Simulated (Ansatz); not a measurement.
## MgTe, response to strain

The parent structure is MgTe in the zinc blende structure (space group F-43m, No. 216; a = 6.439 Å). Axes: x, y, z lie along the cube axes.

Strains are applied to the cell and any free atomic positions relax; under biaxial strain the out-of-plane vector relaxes too.

Calculations: PBEsol, PAW, 420 eV (Ansatz, a quantum-chemistry and plane-wave program; scalar-relativistic without spin-orbit coupling).

```csv
"biaxial strain, plane normal [111], relaxed out of plane (%)",out-of-plane strain (%)
0,0.00
0.42,-0.37
0.83,-0.73
1.25,?
1.67,-1.45
2.08,-1.80
2.5,-2.16
```

Fit ε⊥ = −νε + γε² (strains in %) to the rows shown and predict the withheld row.

Least squares on the printed values gives ν = 0.88 (the biaxial Poisson response) and γ = 0.008 (largest residual 0.00 %); this predicts -1.09 %, and the run gives -1.09 %, in agreement.

Stability against distortions was not tested.
